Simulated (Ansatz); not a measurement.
The reference is GaP in the zinc blende structure (space group F-43m, No. 216; a = 5.506 Å).

(Cell as relaxed with PBE.)

Levels (all Ansatz, a quantum-chemistry and plane-wave program, PAW, earlier PAW set): PBE (420 eV, spin-orbit coupling left out); r2SCAN (500 eV, no spin-orbit coupling).

Each level relaxes its own structure.

| quantity | PBE | r2SCAN |
|---|---|---|
| volume per atom | 20.87 Å³ | 20.25 Å³ |
| lattice parameter a | 5.506 Å | 5.452 Å |
| band gap | 1.58 eV | 1.85 eV |
| gap character | direct at Γ | indirect, Γ → Γ–X (87 % along) |
| electron mass | 0.10 mₑ | 1.1 mₑ along k, 0.23 mₑ across |
| hole mass (degenerate bands, along [100]) | 0.098, 0.40, 0.40 mₑ | 0.13, 0.37, 0.37 mₑ |

PBE's volume per atom lies 0.62 Å³ above r2SCAN's (3.0 %); PBE's lattice parameter a lies 0.0547 Å above r2SCAN's (1.0 %); PBE's band gap lies 0.27 eV below r2SCAN's; they disagree on the gap character. Neither level is exact; r2SCAN is the comparison here, not a measurement.

Effective masses come from finite differences of ±0.01 Å⁻¹. Along k means along the line from Γ to the band edge. Whether these cells are dynamically stable was not tested.
